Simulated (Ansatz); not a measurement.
The parent structure is SrIr2 in the cubic Laves (MgCu2 type) structure (space group Fd-3m, No. 227; a = 7.6398 Å). Axes: x, y, z lie along the cube axes.

All numbers come from plane-wave PAW DFT at the PBEsol level (Ansatz, an electronic-structure program, 420 eV), no SOC.

For the base:

| Property | Result |
|---|---|
| Band gap | zero |
| Shortest interatomic distance | 2.701 Å |

It is then changed as follows: uniaxial stress, 2 GPa compression along z, with the cell and atoms free to relax against it.

Question: Estimate the effect on the band gap.

Answer: The band gap remains zero.

Question: Predict the new energy relative to the base.

Answer: The energy goes up by 1.6 meV/atom.

Question: What happens to the shortest interatomic distance?

Answer: The shortest interatomic distance falls by 0.012 Å (2.701 Å → 2.689 Å).

Without a gap, meshes like the base's 11×11×11 leave anisotropic stresses uncertain by several tenths of a GPa, and small strain energies with them. Load acts through the strain it causes; cell and atoms are relaxed under it. Beyond what the load breaks, stability against distortions was not tested. The final runs are not spin-polarised.
